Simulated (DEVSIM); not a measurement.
illuminated Si n-on-p cell, one wavelength, with a back-surface field

Device: illuminated Si n-on-p cell, one wavelength, with a back-surface field, at 250 K.

```csv
layer (left to right),material,thickness (μm),Nd (cm⁻³),Na (cm⁻³),τn (s),τp (s),absorption coefficient (cm⁻¹)
1,Si,0.930,4.5e18,-,6.9e-6,2.3e-7,2000
2,Si,76.0,-,1.3e16,7.3e-6,7.3e-6,2000
3,Si,0.120,-,3.4e18,7.3e-6,7.3e-6,2000
```

Left contact: ohmic, minority hole recombination velocity 8e5 cm/s. Right contact: ohmic, minority electron recombination velocity 1e5 cm/s. Voltage is applied to the left contact. Recombination: SRH at mid-gap, radiative, Auger. Light enters at the left, 4.4e17 photons cm⁻² s⁻¹, one pass, no reflection. Mobility is constant in doping.

Constants are typed, rounded textbook-type inputs, not results; the design itself was drawn at random and stands for no fabricated device. Values at 300 K; Nc and Nv go as T^1.5, mobilities as T to minus their exponent, the gap by Varshni's rule with the affinity fixed.

| parameter | Si |
|---|---|
| gap (eV) | 1.124 |
| affinity (eV) | 4.05 |
| permittivity | 11.7 |
| Nc (cm⁻³) | 2.86e19 |
| Nv (cm⁻³) | 3.1e19 |
| μn (cm²/Vs) | 1417 |
| μp (cm²/Vs) | 470 |
| T exponent of μn | 2.3 |
| T exponent of μp | 2.2 |
| B (cm³/s) | 4.7e-15 |
| Cn (cm⁶/s) | 2.8e-31 |
| Cp (cm⁶/s) | 9.9e-32 |
| Varshni α (eV/K) | 0.000473 |
| Varshni β (K) | 636 |

DEVSIM, 1D drift-diffusion, Boltzmann statistics, complete ionisation; no tunnelling, impact ionisation, image-force lowering or self-heating.

The potential step across the device at zero bias comes out as 1.060 V and the dark forward voltage at 1 A/cm² is 0.794 V. The dark forward voltage at 100 A/cm² comes out as 0.923 V, the short-circuit current is 64.7 mA/cm² and the open-circuit voltage is 0.729 V. The fill factor is 0.87. The largest power is 41.0 mW/cm² and the share of generated pairs collected at short circuit is 0.917.

Dark forward current:

| V (V) | J (A/cm²) |
|---|---|
| -0.05 | -3.8e-12 |
| -0.10 | -1.5e-11 |
| -0.15 | -5.4e-11 |
| -0.20 | -1.8e-10 |
| -0.25 | -6.3e-10 |
| -0.30 | -2.2e-9 |
| -0.35 | -8.5e-9 |
| -0.40 | -3.9e-8 |
| -0.45 | -2.4e-7 |
| -0.50 | -1.9e-6 |
| -0.60 | -0.00017 |
| -0.65 | -0.0017 |
| -0.70 | -0.017 |
| -0.75 | -0.16 |
| -0.80 | -1.3 |
| -0.85 | -8.2 |
| -0.90 | -49 |
| -0.95 | -230 |
| -1.00 | -800 |
| -1.05 | -2000 |

Current under light (generator sign):

```json
[
 {"V (V)": "0.00", "J (mA/cm²)": "64.7"},
 {"V (V)": "0.10", "J (mA/cm²)": "64.7"},
 {"V (V)": "0.22", "J (mA/cm²)": "64.7"},
 {"V (V)": "0.34", "J (mA/cm²)": "64.7"},
 {"V (V)": "0.46", "J (mA/cm²)": "64.7"},
 {"V (V)": "0.58", "J (mA/cm²)": "64.6"},
 {"V (V)": "0.60", "J (mA/cm²)": "64.5"},
 {"V (V)": "0.62", "J (mA/cm²)": "64.2"},
 {"V (V)": "0.64", "J (mA/cm²)": "63.6"},
 {"V (V)": "0.66", "J (mA/cm²)": "61.9"},
 {"V (V)": "0.68", "J (mA/cm²)": "57.8"},
 {"V (V)": "0.70", "J (mA/cm²)": "47.4"},
 {"V (V)": "0.72", "J (mA/cm²)": "21.6"},
 {"V (V)": "0.74", "J (mA/cm²)": "-41.8"}
]
```
